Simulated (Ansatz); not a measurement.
Functionals compared on the (10-10) surface of hcp Ru in its 1x1 cell, outermost plane spacing 0.79 Å in the ideal cut, in Ansatz (plane waves, PAW). The structure was relaxed with PBE; the other rows are single points on it, each with its references at the same level. Cutoff 420 eV (500 eV for r2SCAN).

Set-up: 10 atoms, 10.2 Å thick at the start (thin: gaps and levels are the slab's own); mesh 14x9x1; 0.1 eV smearing; dipole correction on; all atoms relaxed; held to the start's symmetry, so lower structures may exist; no spin, no spin-orbit, no U. These notes are the PBE run's.

```tsv
functional	surface energy (J/m²)	work function of the top face (eV)	rough cost of the single point
PBE	2.95	4.79	–
LDA	…	…	around 70 core-seconds (rough)
PBEsol	3.37	4.91	roughly 80 core-seconds
RPBE	2.72	4.62	very roughly 80 core-seconds
r2SCAN	3.18	4.78	very roughly 2.4 core-minutes
```

Problem. Complete the blanks.

Solution. 
- LDA, surface energy (J/m²): 3.53
- LDA, work function of the top face (eV): 5.15

Ansatz is a first-principles code.
